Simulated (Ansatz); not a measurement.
## TiSi2: pressure series

Take TiSi₂ (space group Fddd, No. 70; a = 4.760 Å, b = 8.180 Å, c = 8.500 Å) as the base.

Cell and atoms are relaxed at each pressure.

Calculations: Ansatz (an electronic-structure program) PBEsol, scalar-relativistic without spin-orbit coupling.

Notes on the quantities. enthalpy: H = E + PV relative to the base's energy.

```tsv
change	volume per atom	enthalpy
base	13.79 Å³	–
pressure 0.3 GPa	13.76 Å³	+0.03 eV/atom
pressure 0.7 GPa	13.73 Å³	+0.06 eV/atom
pressure 1.5 GPa	13.66 Å³	+0.13 eV/atom
pressure 3 GPa	13.53 Å³	+0.26 eV/atom
pressure 5 GPa	13.37 Å³	+0.42 eV/atom
```

Load acts through the strain it causes; cell and atoms are relaxed under it. No phonon test of stability was made. Competing high-pressure phases were not computed. The final runs are not spin-polarised.
